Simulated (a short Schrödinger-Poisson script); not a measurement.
System: symmetric double-gate stack, SiO2 on p-type Ge(100), at 300 K.

```
layer  material  thickness (nm)  Na (cm⁻³)
-----  --------  --------------  ---------
1          SiO2             2.9          -
2            Ge              20       2e17
3          SiO2             2.9          -
```

Constants are typed, rounded textbook-type inputs, not results; the design itself was drawn at random and stands for no fabricated device. SiO2: permittivity 3.9, conduction-band edge (eV) 3.1, gap (eV) 9, electron mass (mₑ) 0.5. Ge: permittivity 16, conduction-band edge (eV) 0, gap (eV) 0.664, Nv at 300 K (cm⁻³) 6e18.

Channel valleys (confinement mass, in-plane density-of-states mass, number): L4 0.12, 0.295, 4. At the gates, both at one voltage, the conduction-band edge of layer 1 lies 3.42 eV − eVg above the Fermi level of the channel. Gaps are held at their typed values at every temperature. Mesh 0.03 nm at interfaces.

From a short Schrödinger-Poisson script (our own, NumPy): 1D Poisson equation in equilibrium, electrons classical, Fermi-Dirac, parabolic valleys, classical holes, full ionisation, no traps, pinning or gate leakage.

The same stack at other levels of the model or other numerical settings:

```
run                                        sheet density of all electrons at Vg = 1.8 V (cm⁻²)  sheet density of all electrons at Vg = 0.6 V (cm⁻²)  capacitance of both gates at Vg = 1.8 V (μF/cm²)  gate voltage at 1e11 electrons/cm² (V)  rough cost against the base
-----------------------------------------  ---------------------------------------------------  ---------------------------------------------------  ------------------------------------------------  --------------------------------------  ---------------------------
base                                                                                   1.96e13                                              3.73e12                                              2.18                                    0.23                      about 1
electrons treated as classical, Boltzmann                                              2.04e13                                              3.78e12                                              2.29                                    0.23                          0.5
electrons treated as quantum, Hartree                                                  1.80e13                                              3.25e12                                              2.08                                    0.24                            9
mesh six times as coarse                                                               1.95e13                                              3.71e12                                              2.17                                    0.23                          0.4
```

The classical rows ignore confinement, and Boltzmann statistics overrate the density once the band edge passes the Fermi level.

Only the L valleys are kept; under strong confinement the Δ valleys of Ge fill too.
